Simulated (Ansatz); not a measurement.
## Ta: response to strain

The reference is Ta in the bcc (W type) structure (space group Im-3m, No. 229; a = 3.282 Å; relaxed with 0.1 eV smearing). Axes: x, y, z lie along the cube axes.

Strains are applied to the cell and any free atomic positions relax; under biaxial strain the out-of-plane vector relaxes too.

Computed with PBEsol, PAW, 420 eV (Ansatz, an electronic-structure program; without spin-orbit coupling).

Notes on the quantities. energy relative to the base: free energy F.

| case | volume per atom | energy relative to the base |
|---|---|---|
| base | 17.68 Å³ | 0 meV/atom |
| biaxial strain −2.50 %, plane normal [001], relaxed out of plane | (withheld) | +19 meV/atom |
| biaxial strain −1.50 %, plane normal [001], relaxed out of plane | (withheld) | +6.5 meV/atom |
| biaxial strain −1.00 %, plane normal [001], relaxed out of plane | 17.54 Å³ | +2.9 meV/atom |
| biaxial strain −0.50 %, plane normal [001], relaxed out of plane | 17.61 Å³ | +0.7 meV/atom |
| biaxial strain +0.50 %, plane normal [001], relaxed out of plane | 17.75 Å³ | +0.7 meV/atom |
| biaxial strain +1.50 %, plane normal [001], relaxed out of plane | 17.90 Å³ | +6.0 meV/atom |
| biaxial strain +2.00 %, plane normal [001], relaxed out of plane | 17.96 Å³ | (withheld) |
| biaxial strain +2.50 %, plane normal [001], relaxed out of plane | (withheld) | +16 meV/atom |
| biaxial strain +3.00 %, plane normal [001], relaxed out of plane | 18.08 Å³ | +22 meV/atom |

**Question.** Fill in the withheld entries from the trend.

**Answer.** 
- biaxial strain −2.50 %, plane normal [001], relaxed out of plane, volume per atom: 17.33 Å³
- biaxial strain −1.50 %, plane normal [001], relaxed out of plane, volume per atom: 17.47 Å³
- biaxial strain +2.00 %, plane normal [001], relaxed out of plane, energy relative to the base: +10 meV/atom
- biaxial strain +2.50 %, plane normal [001], relaxed out of plane, volume per atom: 18.03 Å³

Whether these cells are dynamically stable was not tested. The final runs are not spin-polarised.
